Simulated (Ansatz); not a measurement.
The starting structures come from a database of crystals and need not be the phases stable at ambient conditions.

 Where the default PAW files enter, the runs use the earlier of Ansatz's two default sets.

By PBEsol, the system below comes out a metal.

A figure of merit of an interconnect metal is its ballistic conductance per area.

```
CELL_PARAMETERS angstrom
      5.69922     0.00000     0.00000
     -2.84961     6.03493     0.00000
      2.84961     0.00000     1.65561
ATOMIC_POSITIONS crystal
  Ta 0.07579 0.00000 0.00000
  S  0.61228 0.74037 0.00000
  S  0.87192 0.25963 0.00000
```

Space group of this cell: Fmm2. The cell was relaxed by PBE-D3(BJ); by PBEsol its mean pressure is -1.0 GPa.

The current flows along the normal of the first two printed cell vectors. No spin-orbit coupling; the value is a mean over 0.1 eV about the Fermi level.

Q: Predict the ballistic conductance per area from PBEsol run with Ansatz (a program for electronic structure).

A: 0.54 × 10¹⁵ S/m² for both spins.
